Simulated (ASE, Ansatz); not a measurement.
One thermal frame of composition TiSi, cell Ti24Si24, first heated far above this temperature, then brought to it [in the CHGNet run: it was liquid; mean temperature 2318 K (target 2310 K); density 3.72 g/cm³, volume +6 % from the start cell's; mean pressure 1.2 GPa against a target of 0], 2310 K, computed in Ansatz (plane waves, PAW) at several levels on the same positions and k-sampling (one point, (1/4, 1/4, 1/4)); no spin polarisation or spin-orbit coupling.

The frame comes from MD with CHGNet (ASE). The base level is PBE (cutoff 420 eV), whose static pressure on this k-sampling is 1.1 GPa. On the run's last frame a denser k-mesh moved the forces by 0.044 eV/Å rms, the static pressure by 0.01 GPa and the free energy by 2 meV/atom, which is about how far such values are converged. That check is the base level's. Differences between levels on one k-sampling err less than the absolute values. Cutoffs of the other levels: 500 eV for r2SCAN, the files' default (420 eV for most) otherwise. Volume per atom 16.96 Å³.

```json
[
 {"level": "PBE", "static pressure less the base's (GPa)": "0", "rms force change from the base (eV/Å)": "0", "cost": "(base)"},
 {"level": "r2SCAN", "static pressure less the base's (GPa)": "-1.3", "rms force change from the base (eV/Å)": "0.06", "cost": "about 110 core-seconds (a rough figure)"},
 {"level": "PBEsol", "static pressure less the base's (GPa)": "-3.5", "rms force change from the base (eV/Å)": "0.04", "cost": "about 20 core-seconds (a rough figure)"},
 {"level": "LDA", "static pressure less the base's (GPa)": "-6.3", "rms force change from the base (eV/Å)": "0.10", "cost": "roughly 19 core-seconds"}
]
```

Ansatz is a quantum-chemistry and plane-wave program.
